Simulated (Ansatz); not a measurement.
The parent structure is Nb in the bcc (W type) structure (space group Im-3m, No. 229; a = 3.303 Å).

Computed with Ansatz (a first-principles code) r2SCAN, scalar-relativistic without spin-orbit coupling.

For the base:

The pressure is 0.0 GPa.

One thing is altered: the cell is scaled by 0.9534 in all directions; the atoms relax in the strained cell.

Question: Predict the new energy relative to the base.

Answer: The energy rises by 0.218 eV/atom.

Question: Predict the new pressure.

Answer: The pressure goes from zero to 32.6 GPa.

Stability against distortions was not tested. The final runs are not spin-polarised.
